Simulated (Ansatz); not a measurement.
Amorphous Si₂₄O₄₉H₂, 75 atoms at 2.23 g/cm³, one PBE-relaxed geometry, zone centre. Methods: PBE, scalar-relativistic without spin-orbit coupling (Ansatz, an electronic-structure program); r2SCAN, scalar-relativistic without spin-orbit coupling (Ansatz). Plane waves to 420 eV (r2SCAN 500 eV). At PBE the levels at the filled edge of the gap are localised (band-tail or defect states). All rungs ran without spin polarisation.

The cell was made by melting and quenching with the CHGNet potential and then relaxed with DFT. O atoms were pushed apart under 1.9 Å during the dynamics, to hinder bonds among them. The hot cell started wider than the set density and was brought back towards it in steps. It is the lowest in DFT energy of 2 quenches. It is a model cell: composition and starting density were chosen by hand, and all elements were melted together. No dispersion term was used. Its density started from a set value of 2.23 and ended at 2.23 g/cm³. Cooling (nominally 200 K/ps over its main leg) ran many orders faster than in experiment, which tends to leave more defects and strain. A cell of this size samples the disorder only roughly. The volume was held where the preparation left it and the shape relaxed, at a PBE pressure of -0.9 GPa (tension). Stress components on the final sampling reach 0.9 GPa.

The relaxation ran on the zone centre alone. At PBE the level gap is 5.10 eV on a 2×2×2 Γ-centred mesh, and the spacing at the zone centre alone 5.09 eV.

**Question.** What zone-centre spacing does r2SCAN give, roughly?

**Answer.** 5.81 eV (+0.72 eV against PBE).

The highest filled and the lowest empty state spread over these numbers of atoms (participation numbers): PBE: 11.5 and 62.9; r2SCAN: 9.7 and 64.5.
